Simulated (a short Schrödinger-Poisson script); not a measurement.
Structure: gated Al0.33Ga0.67As/GaAs δ-doped gas in a quantum well, at 300 K.

| layer | material | thickness (nm) | Na (cm⁻³) |
|---|---|---|---|
| 1 | Al0.33Ga0.67As | 10 | - |
| 2 | Al0.33Ga0.67As | 2 | - |
| 3 | GaAs | 20 | - |
| 4 | Al0.33Ga0.67As | 4000 | 1e14 |

The device is made up for the run: typed textbook-type constants, with dimensions and the other settings drawn at random. Al0.33Ga0.67As: permittivity 11.96, conduction-band edge (eV) 0.261, gap (eV) 1.836, electron mass (mₑ) 0.0944, Nv at 300 K (cm⁻³) 9e18. GaAs: permittivity 12.9, conduction-band edge (eV) 0, gap (eV) 1.424, Nv at 300 K (cm⁻³) 9e18.

Channel valleys (confinement mass, in-plane density-of-states mass, number): Γ 0.067, 0.067, 1. At the gate the conduction-band edge of layer 1 lies 1.01 eV − eVg above the Fermi level of the channel; the field vanishes at the back. Sheet of ionised δ-doping: +4.6e12 e/cm² at 10 nm from the gate. The barrier under the gate holds no holes. Gaps are held at their typed values at every temperature. Mesh 0.08 nm at interfaces.

Solved with a short Schrödinger-Poisson script written for these runs: 1D Poisson equation in equilibrium, electrons quantum, Hartree (BenDaniel-Duke, 40 states a valley, the channel's in-plane mass for all, wave functions free to enter the barrier), parabolic valleys, classical holes, full ionisation, no traps, pinning or gate leakage.

The same stack at other levels of the model or other numerical settings:

```csv
run,sheet density of all electrons at Vg = 0.5 V (cm⁻²),sheet density of all electrons at Vg = 0 V (cm⁻²),capacitance at Vg = 0.5 V (μF/cm²),centroid of the channel electrons at Vg = 0.5 V (nm),rough cost against the base
base,1.68e12,3.55e10,0.666,5.86,about 1
"electrons treated as classical, Boltzmann",1.96e12,4.42e10,0.772,3.63,0.03
"electrons treated as classical, Fermi-Dirac",1.72e12,4.37e10,0.649,5.30,0.1
"electrons treated as quantum, Hartree plus LDA exchange-correlation",1.73e12,3.96e10,0.677,5.66,1
mesh six times as coarse,1.68e12,3.55e10,0.666,5.83,0.2
one subband a valley,1.62e12,2.82e10,0.646,4.73,0.4
```

The classical rows ignore confinement, and Boltzmann statistics overrate the density once the band edge passes the Fermi level.
